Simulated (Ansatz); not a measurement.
The starting structures come from a database of crystals and need not be the phases stable at ambient conditions.

By PBEsol, the system below comes out a metal.

Data:

```xyz
4
Lattice="3.5303 0.0000 0.0000 0.0000 4.9926 0.0000 0.0000 2.4963 2.4963" Properties=species:S:1:pos:R:3 pbc="T T T"
Ni     1.7652     3.7445     1.2482
Ni     1.7652     1.2482     1.2482
Ni     0.0000     2.4963     0.0000
Ge     0.0000     0.0000     0.0000
```

The cell is taken as given; by PBEsol it stands under a pressure of -1.0 GPa.

The current flows along the normal of the first two printed cell vectors, the (110) plane of the conventional cell. No spin-orbit coupling; the value is a mean over 0.1 eV about the Fermi level.

Problem. Predict the ballistic conductance per area from Ansatz (an electronic-structure program) with PBEsol.

Solution. 0.26 × 10¹⁵ S/m² for both spins.
